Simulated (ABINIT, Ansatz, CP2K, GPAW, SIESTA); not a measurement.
# KI (Fm-3m, 2 atoms in the cell) computed with different codes at matched settings

Band-structure calculation.

```xyz
2
Lattice="0.0000 3.5350 3.5350 3.5350 0.0000 3.5350 3.5350 3.5350 0.0000" Properties=species:S:1:pos:R:3 pbc="T T T"
K      0.0000     0.0000     0.0000
I      3.5350     3.5350     3.5350
```

Shared settings, as Ansatz (a first-principles code) writes them: kpoints.mp_grid.grid = 4 4 4; scf.occupations.method = fermi_dirac; scf.occupations.width = 0.05 eV. Potentials and cutoffs stand in the table.

| code | model | gap along the path (eV) | smallest direct gap (eV) | cutoff |
|---|---|---|---|---|
| Ansatz | PBE, default PAW files | 3.96 | 3.96 | default |
| ABINIT | PBE, norm-conserving pseudopotentials (PseudoDojo nc-sr-05 PBE standard) | 3.96 | 3.96 | 37 Ha |
| CP2K | PBE, GPW, DZVP-MOLOPT-SR-GTH basis, GTH-PBE potentials (GTH_POTENTIALS) | 3.92 | 3.92 | grid 500 Ry |
| SIESTA | GGA PBE, numerical atomic orbitals DZP, PseudoDojo PBE standard norm-conserving potentials (rewritten from UPF to PSML) | 3.94 | 3.94 | grid 400 Ry |
| GPAW | PBE, GPAW PAW datasets PBE (gpaw-data 1.0.1) | 3.97 | 3.97 | 600 eV |

On Ansatz's run: spin-orbit coupling is off.

The spread over the programs that give each value: gap along the path within 0.05 eV; smallest direct gap within 0.05 eV.

CP2K and SIESTA use small atom-centred bases, whose incompleteness enters pressures, forces and empty levels differently from a plane-wave cutoff.

The starting cell has typed, rounded lattice constants, without a prior relaxation at this level.

Left out of this page: Quantum ESPRESSO, Elk and FLEUR (not drawn, or without a comparable value).

Keys are those of Ansatz 0.2.
